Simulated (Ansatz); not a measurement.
Consider SiC (space group P6_3mc, No. 186; a = 3.0781 Å, c = 10.0762 Å).

Method: Ansatz (a quantum-chemistry and plane-wave program) PBEsol, spin-orbit coupling left out, earlier PAW set.

For the base:

```
Property                             Result
---------------------  --------------------
Gap character               indirect, Γ → M
Lattice parameter a                 3.078 Å
Valence-band top at Γ  0.00, 0.00, -0.05 eV
```

Now apply this change: a negative pressure, −1 GPa.

Question: What does the calculation give for the gap character, lattice parameter a and valence-band top at Γ after the change?

Answer: The gap character remains indirect, Γ → M; the lattice parameter a grows by 0.005 Å (3.078 Å → 3.083 Å); the valence-band top at Γ (three highest levels, from the VBM) is still 0.00, 0.00, -0.05 eV.

Load acts through the strain it causes; cell and atoms are relaxed under it. Whether these cells are dynamically stable was not tested.
